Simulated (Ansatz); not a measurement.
System: O vacancy in monoclinic ZrO2 strained by -1.5 % along x and y, z held (neutral cell). Calculation: PBE, PAW (plane waves to 420 eV; Ansatz, a program for electronic structure).

Cell of 96 host sites held at the strained lattice (strain from the relaxed PBE one, atoms relaxed); the Γ point alone; Fermi-Dirac width 0.01 eV, spin-restricted; finite-size errors left in. No zero-point or tunnelling terms. The charge state is imposed; whether it is stable for some Fermi level was not computed. Forms of the defect that were not tried may lie lower. The start lies 0.077 eV above the lowest site run (PBE).

Barriers: single points on a 2×2×2 k-point mesh shifted by half a step at the bands' geometries (they differ from the bands' own by up to 0.16 eV, and are uncertain by about as much).

The step: a nearby O atom hops onto the vacant site. Atoms about the jump, Cartesian Å from the middle of the jump, before and after:

| atom | x0 | y0 | z0 | x1 | y1 | z1 |
|---|---|---|---|---|---|---|
| O1 | -0.19 | 0.36 | 1.27 | 0.19 | -0.36 | -1.27 |
| Zr2 | 0.99 | -1.12 | 0.57 | 0.97 | -1.06 | 0.59 |
| Zr3 | -1.90 | 1.47 | 0.96 | -1.89 | 1.45 | 0.97 |
| Zr4 | 1.41 | 0.98 | -2.06 | 1.44 | 1.04 | -2.09 |
| O5 | -2.54 | -0.01 | -0.45 | -2.54 | -0.01 | -0.43 |
| O6 | 2.49 | -0.01 | -0.46 | 2.56 | -0.01 | -0.42 |
| O7 | -0.72 | 2.97 | 0.25 | -0.66 | 2.88 | 0.22 |
| O8 | -0.69 | -2.19 | 0.20 | -0.74 | -2.16 | 0.30 |
| O9 | -0.29 | 2.07 | -2.35 | -0.24 | 2.17 | -2.45 |
| O10 | 2.07 | 2.50 | -0.68 | 2.08 | 2.52 | -0.69 |
| Zr11 | -1.44 | -1.54 | -1.68 | -1.47 | -1.55 | -1.66 |
| O12 | 2.14 | -0.07 | 2.23 | 2.04 | -0.08 | 2.20 |
| O13 | 1.63 | 2.58 | 1.97 | 1.64 | 2.59 | 1.97 |
| O14 | -1.14 | 2.14 | 2.88 | -1.14 | 2.11 | 2.85 |
| Zr15 | 0.56 | 1.03 | 3.21 | 0.55 | 1.04 | 3.22 |
| Zr16 | 3.19 | 1.47 | 0.98 | 3.20 | 1.48 | 0.97 |
| O17 | -2.09 | -0.07 | -3.08 | -2.09 | -0.08 | -3.08 |
| O18 | -3.04 | 2.51 | -0.69 | -3.03 | 2.51 | -0.70 |
| O19 | 0.64 | 0.28 | -3.93 | 0.67 | 0.33 | -3.99 |
| O20 | -2.98 | -0.07 | 2.21 | -2.98 | -0.08 | 2.21 |
| Zr21 | -1.46 | 3.61 | -1.67 | -1.46 | 3.60 | -1.68 |
| Zr22 | 1.00 | 4.06 | 0.55 | 1.00 | 4.06 | 0.55 |
| O23 | 2.08 | -2.67 | -0.68 | 2.07 | -2.66 | -0.69 |

Problem. Predict the transition state.

Solution. 
```json
[
 {"atom": "O1", "x": "-0.04", "y": "0.48", "z": "-0.15"},
 {"atom": "Zr2", "x": "0.95", "y": "-1.10", "z": "0.52"},
 {"atom": "Zr3", "x": "-1.76", "y": "1.40", "z": "0.88"},
 {"atom": "Zr4", "x": "1.39", "y": "1.03", "z": "-1.98"},
 {"atom": "O5", "x": "-2.61", "y": "-0.05", "z": "-0.47"},
 {"atom": "O6", "x": "2.59", "y": "-0.02", "z": "-0.46"},
 {"atom": "O7", "x": "-0.76", "y": "3.07", "z": "0.29"},
 {"atom": "O8", "x": "-0.72", "y": "-2.17", "z": "0.16"},
 {"atom": "O9", "x": "-0.26", "y": "2.16", "z": "-2.40"},
 {"atom": "O10", "x": "2.07", "y": "2.53", "z": "-0.64"},
 {"atom": "Zr11", "x": "-1.55", "y": "-1.57", "z": "-1.71"},
 {"atom": "O12", "x": "2.06", "y": "-0.04", "z": "2.20"},
 {"atom": "O13", "x": "1.61", "y": "2.58", "z": "1.99"},
 {"atom": "O14", "x": "-1.10", "y": "2.06", "z": "2.80"},
 {"atom": "Zr15", "x": "0.59", "y": "1.04", "z": "3.29"},
 {"atom": "Zr16", "x": "3.18", "y": "1.47", "z": "0.99"},
 {"atom": "O17", "x": "-2.09", "y": "-0.07", "z": "-3.08"},
 {"atom": "O18", "x": "-3.00", "y": "2.48", "z": "-0.71"},
 {"atom": "O19", "x": "0.59", "y": "0.22", "z": "-3.83"},
 {"atom": "O20", "x": "-2.94", "y": "-0.07", "z": "2.18"},
 {"atom": "Zr21", "x": "-1.46", "y": "3.63", "z": "-1.67"},
 {"atom": "Zr22", "x": "1.00", "y": "4.07", "z": "0.58"},
 {"atom": "O23", "x": "2.06", "y": "-2.67", "z": "-0.64"}
]
```
It lies 1.40 eV above the start and 1.40 eV above the end. The saddle point's order was not checked.
